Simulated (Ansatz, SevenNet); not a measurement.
**Enthalpy of formation of Ti₃Al (P6₃/mmc, No. 194) at several levels of theory**

No measured value is used here.

```json
[
 {"level (code)": "SevenNet-0", "value (eV/atom)": "-0.328"},
 {"level (code)": "SevenNet-l3i5", "value (eV/atom)": "-0.325"},
 {"level (code)": "LDA (Ansatz)", "value (eV/atom)": "-0.293"},
 {"level (code)": "PBE (Ansatz)", "value (eV/atom)": "-0.279"},
 {"level (code)": "PBEsol (Ansatz)", "value (eV/atom)": "-0.284"}
]
```

Each level is taken at its own relaxed cell. Ansatz's density-functional and Hartree–Fock values are scalar-relativistic unless marked +SOC, with PAW data made under PBE.

Machine-learned potentials (SevenNet-0, SevenNet-l3i5) are trained on DFT data: a solid inside that data is no test of them.

Ansatz is a program for electronic structure.
